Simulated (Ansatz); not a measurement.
Consider BeSe in the zinc blende structure (space group F-43m, No. 216; a = 5.178 Å).

All numbers come from PBE, PAW, 420 eV (Ansatz, a quantum-chemistry and plane-wave program; no SOC).

Before the change:

* **Smallest direct gap**: 4.22 eV
* **Electron mass**: 0.90 mₑ along k, 0.27 mₑ across (at X)
* **Lattice parameter a**: 5.178 Å

Perturbation: a hydrostatic pressure of 30 GPa.

Q: Predict the new smallest direct gap.

A: The smallest direct gap grows by 0.674 eV (4.22 eV → 4.90 eV).

Q: Predict the new electron mass.

A: The electron mass changes from 0.90 mₑ along k, 0.27 mₑ across (at X) to 0.79 mₑ along k, 0.23 mₑ across (at X).

Q: Estimate the effect on the lattice parameter a.

A: The lattice parameter a shrinks by 0.410 Å to 4.768 Å.

Load acts through the strain it causes; cell and atoms are relaxed under it. Masses are band curvatures over ±0.01 Å⁻¹ around the edge. Along k means along the line from Γ to the band edge. Stability against distortions was not tested. Competing high-pressure phases were not computed.
